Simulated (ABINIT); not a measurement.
## Pressure against volume in fcc Ca (space group 225) (ABINIT, PBEsol)

```yaml
crystal:
  lattice:
    - [0.00000, 2.70899, 2.70899]
    - [2.70899, 0.00000, 2.70899]
    - [2.70899, 2.70899, 0.00000]
  atoms:
    - { symbol: Ca, position: [0.00000, 0.00000, 0.00000] }
```

Level of theory: PBEsol, norm-conserving pseudopotentials (PseudoDojo nc-sr-04 PBEsol standard) (plane waves; ABINIT 10.0.3). Settings: pseudos = [Ca.upf]; ecut = 44 Ha; occopt = 3; tsmear = 0.00183747 Ha; ngkpt = 18 18 18; nshiftk = 1; shiftk = 0 0 0; potentials = PseudoDojo nc-sr-04 PBEsol standard; nband = 10; kptopt = 1; nstep = 60; tolvrs = 1e-12. The cell above is the first row's. The rows scale it uniformly. In all rows the k mesh is held.

| V (Å^3/atom) | P (GPa) |
|---|---|
| 39.761 | 0.37 |
| 40.625 | -0.03 |
| 41.489 | -0.39 |
| 42.354 | -0.73 |
| 43.218 | -1.03 |
| 44.082 | -1.31 |
| 44.947 | -1.57 |
| 45.811 | -1.80 |
| 46.676 | ? |

Taking a cubic for P over the 8 complete rows: With u = V - 42.8, the rows have u = -3.0390, -2.1750, -1.3110, -0.4460, 0.4180, 1.2820, 2.1470, 3.0110. Least squares gives P = -0.888 - 0.3528·u + 0.01823·u² - 0.00059·u³. Residuals (row less fit): 0.001, -0.002, 0.003, -0.003, 0.002, 0.002, -0.003, 0.001; standard error 0.003 (degrees of freedom: 4). The fitted pressure is zero at V0 = 40.56, where dP/dV = -0.4433, so B0 = -V0·dP/dV = 18.0 GPa.

Predict the withheld P at V = 46.676 from the fit, and compare with the calculation.

u = 3.8760, so P = -0.888 - 0.3528 × 3.8760 + 0.01823 × 3.8760² - 0.00059 × 3.8760³ = -2.016 GPa. The calculation gives -2.01 GPa, 0.006 GPa above the prediction (0.3 % of the range of P in the table). The row lies outside the fitted rows, so this is an extrapolation. From the scatter of the fitted rows alone, a prediction at this place has a standard error of 0.008 GPa, so the miss is 0.7 times that.

Carrying the step between the two nearest rows on in a straight line would have given -2.03, off by 0.02; series whose last step already gives the withheld value aren't shown. The scan was laid around a cell of about the measured size, scaled by a guess for this functional. Cutoffs and mesh are single choices, not tested for convergence of this quantity. Series with a scatter that would blur these digits, or in which a gap closes, are not shown.
